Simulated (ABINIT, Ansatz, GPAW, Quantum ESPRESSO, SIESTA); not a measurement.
V3Sn (Pm-3n, 8 atoms in the cell) computed with different codes at matched settings

Self-consistent single point.

```yaml
crystal:
  lattice:
    - [4.81661, 0.00000, 0.00000]
    - [0.00000, 4.81661, 0.00000]
    - [0.00000, 0.00000, 4.81661]
  atoms:
    - { symbol: V, position: [0.50000, 0.25000, 0.00000] }
    - { symbol: V, position: [0.50000, 0.75000, 0.00000] }
    - { symbol: V, position: [0.25000, 0.00000, 0.50000] }
    - { symbol: V, position: [0.75000, 0.00000, 0.50000] }
    - { symbol: V, position: [0.00000, 0.50000, 0.25000] }
    - { symbol: V, position: [0.00000, 0.50000, 0.75000] }
    - { symbol: Sn, position: [0.50000, 0.50000, 0.50000] }
    - { symbol: Sn, position: [0.00000, 0.00000, 0.00000] }
```

All programs got the same cell, k-point mesh and kind of occupations (in Ansatz's words: kpoints.mp_grid.grid = 5 5 5; scf.occupations.method = fermi_dirac; scf.occupations.width = 0.1 eV); potentials, basis and cutoffs are each program's usual ones.

```
code                                                                                                                                 model  pressure (GPa)  k-points       cutoff
----------------  ------------------------------------------------------------------------------------------------------------------------  --------------  --------  -----------
ABINIT                                                     LDA (PW92), norm-conserving pseudopotentials (PseudoDojo nc-sr-04 LDA standard)            4.78        10        84 Ry
Quantum ESPRESSO                                                                       LDA (PZ), GBRV 1.5 ultrasoft (LDA) pseudopotentials            3.49        10        50 Ry
Ansatz                                                                                                 LDA (PW92), PAW files made with PBE            4.41        10       420 eV
SIESTA            LDA PW92, numerical atomic orbitals DZP, PseudoDojo LDA standard norm-conserving potentials (rewritten from UPF to PSML)            2.32        63  grid 400 Ry
GPAW                                                                         LDA (Perdew-Wang 92), GPAW PAW datasets LDA (gpaw-data 1.0.1)            4.77        10       850 eV
```

The spread over the programs that give each value: pressure within 2.46 GPa.

The starting cell comes from a database of computed structures (which also holds hypothetical and non-ambient phases and stackings), without a prior relaxation at this level. Its lattice was rescaled by a random factor within 2.5 % of one. On Ansatz's run: Spin polarisation is off. In the base run, with a pressure of about 5 GPa the cell is away from its equilibrium volume at this level.

Task: Why do the programs differ, and what cannot be compared?

Result: Differences of this kind can come from the potentials, where these differ, and from what each basis and cutoff leave unconverged. The zero of total energies and Fermi levels follows the potentials and each program's conventions, so they are not compared here. SIESTA uses small atom-centred bases, whose incompleteness enters pressures, forces and empty levels differently from a plane-wave cutoff. Ansatz's pressure is given at a fixed set of plane waves, as the other plane-wave codes print theirs; with its correction for the finite basis it is 4.51 GPa. The same LDA comes in different parametrisations, which differ slightly. The programs reduce the same mesh by symmetry to different extents, which changes the work and not the result. In the pressure, Quantum ESPRESSO (by 1.10) and SIESTA (by 2.27) lie more than 1 GPa from the median of the plane-wave programs.

Left out of this page: FLEUR (not drawn, or without a comparable value).

Ansatz is a first-principles code.

Keys are those of Ansatz 0.2.
